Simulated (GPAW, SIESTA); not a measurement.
A GPAW input for a self-consistent single point of CsCdCl₃ (Pm-3m, 5 atoms in the cell) (DFT LDA (Perdew-Wang 92), plane waves, GPAW PAW datasets LDA (gpaw-data 1.0.1)):

```python
from ase import Atoms
from ase.units import GPa
from gpaw import GPAW, PW

atoms = Atoms(['Cs', 'Cd', 'Cl', 'Cl', 'Cl'],
              cell=[[5.213799, 0.000000, 0.000000],
                    [0.000000, 5.213799, 0.000000],
                    [0.000000, 0.000000, 5.213799]],
              scaled_positions=[[0.000000, 0.000000, 0.000000],
                                [0.500000, 0.500000, 0.500000],
                                [0.000000, 0.500000, 0.500000],
                                [0.500000, 0.000000, 0.500000],
                                [0.500000, 0.500000, 0.000000]],
              pbc=True)

calc = GPAW(mode=PW(600),
            xc='LDA',
            kpts=(5, 5, 5),
            occupations={'name': 'fixed-uniform'},
            nbands=-6,
            convergence={'bands': -4},
            symmetry={'symmorphic': False, 'tolerance': 0.0005},
            maxiter=150,
            txt='-')

atoms.calc = calc

energy = atoms.get_potential_energy()
print('Energy (eV):', round(energy, 6))
forces = atoms.get_forces()
print('Forces (eV/Ang):')
print(forces.round(5))
stress = atoms.get_stress()
print('Stress (GPa, Voigt):', (stress / GPa).round(4))
```

Q: Translate this input to SIESTA.

A: This is the input that was run; spellings and numerical settings could be chosen otherwise.

```
# files in the folder: Cs.psml Cd.psml Cl.psml (PseudoDojo LDA standard)
SystemName  CsCdCl3
SystemLabel cscdcl3

NumberOfAtoms                5
NumberOfSpecies              3
%block ChemicalSpeciesLabel
  1 55 Cs
  2 48 Cd
  3 17 Cl
%endblock ChemicalSpeciesLabel
LatticeConstant              1.0 Ang
%block LatticeVectors
     5.213799000    0.000000000    0.000000000
     0.000000000    5.213799000    0.000000000
     0.000000000    0.000000000    5.213799000
%endblock LatticeVectors
AtomicCoordinatesFormat      Bohr
%block AtomicCoordinatesAndAtomicSpecies
     0.000000000    0.000000000    0.000000000  1
     4.926326089    4.926326089    4.926326089  2
     0.000000000    4.926326089    4.926326089  3
     4.926326089    0.000000000    4.926326089  3
     4.926326089    4.926326089    0.000000000  3
%endblock AtomicCoordinatesAndAtomicSpecies

XC.functional                LDA
XC.authors                   PW92
PAO.BasisSize                TZP
PAO.EnergyShift              0.01 Ry
MeshCutoff                   400 Ry
%block kgrid.MonkhorstPack
    5   0   0  0.0
    0   5   0  0.0
    0   0   5  0.0
%endblock kgrid.MonkhorstPack
OccupationFunction           FD
ElectronicTemperature        10 K

MaxSCFIterations             150
SCF.Mixer.Method             Pulay
SCF.Mixer.Weight             0.25
SCF.Mixer.History            8
SCF.DM.Tolerance             1.0E-04
Diag.ParallelOverK           true
WriteForces                  true
Charge.Mulliken              end
```

Basis, cutoffs, solver keys and any potentials are the target program's own. This input uses DFT, LDA PW92, numerical atomic orbitals TZP, PseudoDojo LDA standard norm-conserving potentials (rewritten from UPF to PSML). LDA parametrisations can differ slightly between programs. Both were run: pressure -2.26 GPa in GPAW and -3.70 in SIESTA; gap on the mesh 1.648 eV in GPAW and 1.701 in SIESTA.

On GPAW: the starting cell comes from a database of computed structures (which also holds hypothetical and non-ambient phases and stackings), without a prior relaxation at this level. Its lattice was rescaled by a random factor within 2.5 % of one. For this run, on top of that: lattice scaled by 0.98.

On SIESTA: the starting cell comes from a database of computed structures (which also holds hypothetical and non-ambient phases and stackings), without a prior relaxation at this level. Its lattice was rescaled by a random factor within 2.5 % of one. For this run, on top of that: lattice scaled by 0.98. Values carry the incompleteness of an atom-centred basis. The basis of the alkali or alkaline-earth atoms may lack their empty d shell, which can raise the gap. With a pressure of about -4 GPa the cell is away from its equilibrium volume at this level.
